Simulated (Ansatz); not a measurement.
Functionals compared on a constructed model of the (111) surface of diamond, (√3x√3)R30° Ag adatom at H3 (bottom of the slab: 3 H on 3 bottom sites), in Ansatz (plane waves, PAW). The structure was relaxed with PBE; the other rows are single points on it. Cutoff 420 eV (500 eV for r2SCAN).

Slab: 28 atoms, 9.6 Å thick at the start with caps and adatoms (thin: gaps and levels are the slab's own); k 7x7x1, smearing 0.025 eV, dipole-corrected; 6 atoms held, the rest relaxed; held to the start's symmetry, so lower structures may exist; no spin (no spin-polarised run to compare, though such a face may carry moments), no spin-orbit, no U. The slab shows no gap on its mesh. In PBE it lies 0.04 eV a 1x1 cell over the lowest computed structure of the same composition ((√3x√3)R30° Ag adatom at T4). These notes are the PBE run's.

```csv
functional,work function of the top face (eV),rough cost of the single point
PBE,4.20,–
r2SCAN,(withheld),very roughly 90 core-seconds
```

Question: Fill in the missing entries.

Answer: 
- r2SCAN, work function of the top face (eV): 4.14

Ansatz is a program for electronic structure.
